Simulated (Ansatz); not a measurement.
Structures of equal composition on the (0001) surface of hcp Ti: a layer of Zr in place of the second plane; a layer of Zr in place of the third plane. The slabs share one bottom face, and each structure is named by its start. These are constructed structures in small cells; real faces may alloy, dewet or reconstruct in larger ones, and not all known structures of the face are among them. Slabs of about 12 Å with all that they carry, Fermi-Dirac smearing of 0.1 eV. Bottom of the slabs: a bare face, its two planes held. Relaxed from the named starts with such symmetry as they have, on meshes of like density; energies extrapolated to zero smearing; no spin-orbit coupling, no U. Spin-polarised runs, if any, are marked in brackets, and their order is one that fits the cell; the others ran without spin.

Level of theory: PBE (plane waves to 420 eV, PAW; Ansatz, an electronic-structure program).

Rank these by energy per 1x1 cell (lowest first), as PBE gives it.

a layer of Zr in place of the third plane (0.000 eV), a layer of Zr in place of the second plane (0.154 eV)
